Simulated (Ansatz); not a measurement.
# Pressure series in Nb2AsC

Consider Nb2AsC (space group P6_3/mmc, No. 194; a = 3.299 Å, c = 11.908 Å; a cell from a computed database, its experimental status unchecked).

Cell and atoms are relaxed at each pressure.

All numbers come from PBEsol (Ansatz, a quantum-chemistry and plane-wave program; PAW; 420 eV plane waves; no spin-orbit coupling).

| P (GPa) | V (Å³/atom) |
|---|---|
| 0.30 | 14.009 |
| 0.70 | 13.984 |
| 1.50 | 13.935 |
| 3.00 | 13.844 |
| 4.99 | 13.729 |
| 7.49 | 13.592 |

A third-order Birch–Murnaghan fit to these points gives V₀ = 14.03 Å³/atom, B₀ = 221 GPa and B₀′ = 4.3. At pressure 7.5 GPa the volume is 96.9 % of V₀.

Load acts through the strain it causes; cell and atoms are relaxed under it. Whether these cells are dynamically stable was not tested. No other phases were tried under pressure. All final runs are without spin polarisation.
